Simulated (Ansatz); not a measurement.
The starting structures come from a database of crystals and need not be the phases stable at ambient conditions.

 Where the default PAW files enter, the runs use the earlier of Ansatz's two default sets.

Tunnelling through a barrier is set by its complex band structure: the current falls as exp(−2κd) with the smallest κ.

Consider the following.

```xyz
6
Lattice="4.1373 0.0000 0.0000 1.5407 3.8523 0.0000 0.0000 0.0000 7.2567" Properties=species:S:1:pos:R:3 pbc="T T T"
Ag     5.0465     3.4515     1.8142
Ag     0.6315     0.4008     5.4425
Ag     2.8390     1.9261     0.0000
Ag     2.8390     1.9261     3.6284
S      1.5661     1.0971     1.8142
S      4.1119     2.7552     5.4425
```

Space group of this cell: P2_1/m. The cell is strained (all lengths scaled by 0.98); by PBEsol its mean pressure is 1.4 GPa.

Transport runs along the normal of the first two printed cell vectors.

The gap is the functional's own, uncorrected, and κ follows it; spin-orbit coupling is left out. Mid-gap values are interpolated between the computed energies.

Task: Predict the band gap and the smallest decay constant κ at mid-gap from Ansatz (a first-principles code) with PBEsol.

Result: Gap 1.04 eV on a 8×8×4 mesh; κ = 0.187 1/Å, at (0.500, 0.000) of the in-plane reciprocal vectors. At the zone centre, at the nearest computed energy, the slowest state has κ = 0.23 1/Å.
